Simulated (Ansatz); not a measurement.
NaCl$_{3}$ in the A15 (Cr3Si type) structure (space group Pm-3n, No. 223; a cell from a computed database, its experimental status unchecked)

```
CELL_PARAMETERS angstrom
      5.39661     0.00000     0.00000
      0.00000     5.39661     0.00000
      0.00000     0.00000     5.39661
ATOMIC_POSITIONS crystal
  Na 0.50000 0.50000 0.50000
  Na 0.00000 0.00000 0.00000
  Cl 0.50000 0.00000 0.75000
  Cl 0.50000 0.00000 0.25000
  Cl 0.75000 0.50000 0.00000
  Cl 0.25000 0.50000 0.00000
  Cl 0.00000 0.75000 0.50000
  Cl 0.00000 0.25000 0.50000
```

The values are results of PBEsol (Ansatz, a first-principles code), no SOC, not measurements. Settings: 9×9×9 k-points, 0.05 eV Fermi–Dirac smearing.

```yaml
volume_per_atom: 19.65 Å³
density: 2.73 g/cm³
band_gap: zero
total_energy: -1165.211 eV/atom (σ→0; compares only within this code and set-up)
```

Stability against distortions was not tested. The final runs are not spin-polarised.
